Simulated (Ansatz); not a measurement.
The parent structure is As in the A7 type structure (space group R-3m, No. 166; a = 3.7835 Å, c = 10.1093 Å (hexagonal axes); layered).

(Cell as relaxed with PBE-D3(BJ).)

Levels (all Ansatz, a program for electronic structure, PAW): PBE-D3(BJ) (420 eV, without spin-orbit coupling); PBEsol-D3(BJ) (420 eV, no SOC).

Each level relaxes its own structure.

```json
[
 {"base": "volume per atom", "PBE-D3(BJ)": "20.89 Å³", "PBEsol-D3(BJ)": "19.75 Å³"},
 {"base": "lattice parameter a", "PBE-D3(BJ)": "3.783 Å", "PBEsol-D3(BJ)": "3.745 Å"},
 {"base": "band gap", "PBE-D3(BJ)": "zero", "PBEsol-D3(BJ)": "zero"}
]
```

Modification: cell and atoms relaxed at a pressure of 0.3 GPa.

```tsv
quantity	PBE-D3(BJ)	PBEsol-D3(BJ)
c/a ratio	2.666	?
lattice parameter a	3.779 Å	?
```

Task: Predict the PBEsol-D3(BJ) column.

Result: 
- c/a ratio, PBEsol-D3(BJ): 2.600
- lattice parameter a, PBEsol-D3(BJ): 3.742 Å

PBE-D3(BJ)'s c/a ratio lies 0.066 above PBEsol-D3(BJ)'s; PBE-D3(BJ)'s lattice parameter a lies 0.037 Å above PBEsol-D3(BJ)'s (1.0 %). Neither level is exact; PBEsol-D3(BJ) is the comparison here, not a measurement.

The mesh was chosen for an insulator and is coarse for the gapless case. Load acts through the strain it causes; cell and atoms are relaxed under it. Whether these cells are dynamically stable was not tested.
